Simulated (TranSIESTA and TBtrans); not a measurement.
C chain with one Fe atom in place of C

Junction: C chain with one Fe atom in place of C. Leads: straight C chain, spacing 1.29 Å. Geometry: 1 atom at the centre moved by SIESTA (PBE, DZP) to a largest force of 0.00 eV/Å, all others as built, motion along the axis alone. Transport runs along z; the first 10 and the last 10 of the 33 atoms are the lead cells, repeated to infinity.

```xyz
33
Lattice="9.000 0.000 0.000 0.000 9.000 0.000 0.000 0.000 43.530" Properties=species:S:1:pos:R:3 pbc="F F T"
C      4.500     4.500     0.000
C      4.500     4.500     1.290
C      4.500     4.500     2.580
C      4.500     4.500     3.870
C      4.500     4.500     5.160
C      4.500     4.500     6.450
C      4.500     4.500     7.740
C      4.500     4.500     9.030
C      4.500     4.500    10.320
C      4.500     4.500    11.610
C      4.500     4.500    12.900
C      4.500     4.500    14.190
C      4.500     4.500    15.480
C      4.500     4.500    16.770
C      4.500     4.500    18.060
C      4.500     4.500    19.350
Fe     4.500     4.500    21.119
C      4.500     4.500    22.890
C      4.500     4.500    24.180
C      4.500     4.500    25.470
C      4.500     4.500    26.760
C      4.500     4.500    28.050
C      4.500     4.500    29.340
C      4.500     4.500    30.630
C      4.500     4.500    31.920
C      4.500     4.500    33.210
C      4.500     4.500    34.500
C      4.500     4.500    35.790
C      4.500     4.500    37.080
C      4.500     4.500    38.370
C      4.500     4.500    39.660
C      4.500     4.500    40.950
C      4.500     4.500    42.240
```
Starting moments (μB): atom 17 +3.5.

TranSIESTA and TBtrans, PBE, SZP numerical orbitals (energy shift 0.15 eV), PseudoDojo norm-conserving scalar-relativistic potentials, mesh cutoff 200 Ry, 300 K, spin-polarised (collinear), no spin-orbit coupling; self-consistent non-equilibrium Green functions.

| Quantity | Result |
|---|---|
| Conductance at 300 K (G0 = 2e²/h) | 1.32 |
| Mean T from −0.5 to 0.5 eV | 1.31 |
| Spin polarisation of the conductance, (up − down)/(up + down) | -0.48 |

Energies count from the leads' Fermi level. Transmissions are for each spin. The energy step is 0.01 eV; narrower resonances are cut or missed.

```tsv
E (eV)	T up	T down	lead channels up	down
-2.00	0.76	1.24	2	2
-1.90	0.75	1.36	2	2
-1.80	0.74	1.47	2	2
-1.70	0.73	1.57	2	2
-1.60	0.72	1.66	2	2
-1.50	0.71	1.74	2	2
-1.40	0.70	1.80	2	2
-1.30	0.69	1.86	2	2
-1.20	0.68	1.90	2	2
-1.10	0.68	1.93	2	2
-1.00	0.68	1.95	2	2
-0.90	0.67	1.97	2	2
-0.80	0.67	1.98	2	2
-0.70	0.67	1.99	2	2
-0.60	0.67	2.00	2	2
-0.50	0.67	2.00	2	2
-0.40	0.67	2.00	2	2
-0.30	0.67	1.99	2	2
-0.20	0.67	1.99	2	2
-0.10	0.68	1.97	2	2
0.00	0.68	1.95	2	2
0.10	0.68	1.93	2	2
0.20	0.69	1.90	2	2
0.30	0.69	1.86	2	2
0.40	0.70	1.82	2	2
0.50	0.70	1.77	2	2
0.60	0.71	1.71	2	2
0.70	0.72	1.65	2	2
0.80	0.72	1.59	2	2
0.90	0.73	1.53	2	2
1.00	0.74	1.47	2	2
1.10	0.74	1.42	2	2
1.20	0.75	1.36	2	2
1.30	0.76	1.31	2	2
1.40	0.77	1.27	2	2
1.50	0.78	1.22	2	2
1.60	0.79	1.19	2	2
1.70	0.80	1.16	2	2
1.80	0.81	1.13	2	2
1.90	0.83	1.11	2	2
2.00	0.84	1.09	2	2
```

Moments were seeded on the central atoms alone, and one start was tried. The straight chain is held at its spacing; free chains may zigzag or dimerise.
